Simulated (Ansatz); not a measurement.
The starting structures come from a database of crystals and need not be the phases stable at ambient conditions.

Here is the system:

```
CdTlZrF7
1.0
    6.66623    -0.05744     0.00000
   -3.07627     5.91426     0.00000
    0.00000     0.00000     8.63113
Zr Tl Cd F
2 2 2 14
Direct
  0.81123   0.18877   0.75000
  0.18877   0.81123   0.25000
  0.50000   0.50000   0.50000
  0.50000   0.50000   0.00000
  0.19090   0.80910   0.75000
  0.80910   0.19090   0.25000
  0.19671   0.80329   0.48495
  0.80329   0.19671   0.51505
  0.80329   0.19671   0.98495
  0.19671   0.80329   0.01505
  0.15458   0.43683   0.75000
  0.84542   0.56317   0.25000
  0.43683   0.15458   0.25000
  0.56317   0.84542   0.75000
  0.16561   0.48008   0.25000
  0.83439   0.51992   0.75000
  0.48008   0.16561   0.75000
  0.51992   0.83439   0.25000
  0.99050   0.00950   0.75000
  0.00950   0.99050   0.25000
```

Space group of this cell: Cmcm. The cell was relaxed by PBE-D3(BJ); by r2SCAN its mean pressure is -2.8 GPa.

Transport runs along the normal of the first two printed cell vectors.

The gap is the functional's own, uncorrected, and κ follows it; spin-orbit coupling is left out. Mid-gap values are interpolated between the computed energies.

Problem. Give the band gap and the smallest decay constant κ at mid-gap that Ansatz (a quantum-chemistry and plane-wave program) with r2SCAN yields.

Solution. Gap 5.58 eV on a 6×6×4 mesh; κ = 0.491 1/Å, at the zone centre.
